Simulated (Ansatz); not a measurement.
Consider GaSb in the zinc blende structure (space group F-43m, No. 216; a = 6.134 Å). Axes: x, y, z lie along the cube axes.

All numbers come from Kohn–Sham DFT with the r2SCAN functional, run in Ansatz (a program for electronic structure) with PAW and 500 eV plane waves, scalar-relativistic without spin-orbit coupling, earlier PAW set.

A first run, uniaxial strain ε_xx = −0.76 %, gives secant values C11 ≈ 87 GPa and C12 ≈ 38 GPa from its stress. A second run applies isotropic strain −2.96 %.

Question: What does linear elasticity predict for the bulk modulus −ΔP/(ΔV/V₀) in the second run, and what does the run give?

Answer: Linear elasticity: (C11 + 2 C12)/3 = 54 GPa. The run gives 69 GPa; any difference comes from nonlinear terms at these strains and numerical noise.

Stability against distortions was not tested.
